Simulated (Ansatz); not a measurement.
Start from Gd in the hcp (Mg type) structure (space group P6_3/mmc, No. 194; a = 3.5658 Å, c = 5.6950 Å; ferromagnetic).

Method: Kohn–Sham DFT with the PBEsol functional, run in Ansatz (an electronic-structure program) with PAW and 420 eV plane waves, no spin-orbit coupling.

One change was made to it. Results:

The shortest interatomic distance increases by 0.033 Å to 3.547 Å; the density drops by 0.24 g/cm³ (8.33 g/cm³ → 8.09 g/cm³); the magnetic state is still ferromagnetic; the largest site moment hardly moves (7.34 μB against 7.35 μB).

Which of these changes matches the shifts?
A) pressure −2 GPa
B) pressure −1 GPa
C) pressure 1.8 GPa
D) pressure 60 GPa

B, pressure −1 GPa. For comparison, the shortest interatomic distance in the other runs: pressure −2 GPa gives 3.585 Å; pressure 1.8 GPa gives 3.461 Å; pressure 60 GPa gives 2.807 Å.

Other magnetic orders, which the real material may have, were not ruled out. The state of the 4f shell was not checked for lower solutions. Load acts through the strain it causes; cell and atoms are relaxed under it. Whether these cells are dynamically stable was not tested. No other phases were tried under pressure.
